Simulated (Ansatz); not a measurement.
The parent structure is HfC in the rock salt structure (space group Fm-3m, No. 225; a = 4.651 Å; relaxed with 0.1 eV smearing).

All numbers come from PBE (Ansatz, a program for electronic structure; PAW; 420 eV plane waves; no spin-orbit coupling).

Strains are applied to the cell and any free atomic positions relax.

One change was made to it. Results:

The energy rises by 31 meV/atom; the pressure goes from zero to -12.4 GPa.

Q: Which of these changes matches the shifts?
A. isotropic strain −2.50 %
B. isotropic strain +3.00 %
C. isotropic strain +2.50 %
D. isotropic strain +2.00 %
E. isotropic strain +1.00 %

A: D, isotropic strain +2.00 %. For comparison, the energy relative to the base in the other runs: isotropic strain +1.00 % gives +8.0 meV/atom; isotropic strain +3.00 % gives +68 meV/atom; isotropic strain +2.50 % gives +48 meV/atom; isotropic strain −2.50 % gives +56 meV/atom.

Whether these cells are dynamically stable was not tested. All final runs are without spin polarisation.
